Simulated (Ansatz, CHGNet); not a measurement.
For V2AlC (P6₃/mmc, No. 194; start mp-1025497), the machine-learned potential CHGNet-r²SCAN (trained on r²SCAN data) gives:

| Quantity | Value |
|---|---|
| lattice parameter a | 2.907 Å |
| c axis length | 12.950 Å |

Problem. What does PBE-D3(BJ) (Ansatz, a quantum-chemistry and plane-wave program, PAW) give for the same quantities?

Solution. 
- lattice constant a: 2.869 Å (drops by 1.3 %)
- lattice parameter c: 12.985 Å (increases by 0.3 %)

Changes are worked out from the printed values.

Unless a cell is named, each level is at its own relaxed cell (CHGNet-r²SCAN 11.85, PBE-D3(BJ) 11.57 Å³/atom).

The crystal itself was run without spin with PBE-D3(BJ).

Caveats: the relaxation could not lower the start's symmetry, so the cell can be a saddle point above a distorted one (CHGNet-r²SCAN, PBE-D3(BJ)). Ansatz's density-functional and Hartree–Fock values are scalar-relativistic unless marked +SOC, with PAW data made under PBE.

A start named mp-… is a Materials Project structure, which can be a computed phase never made.
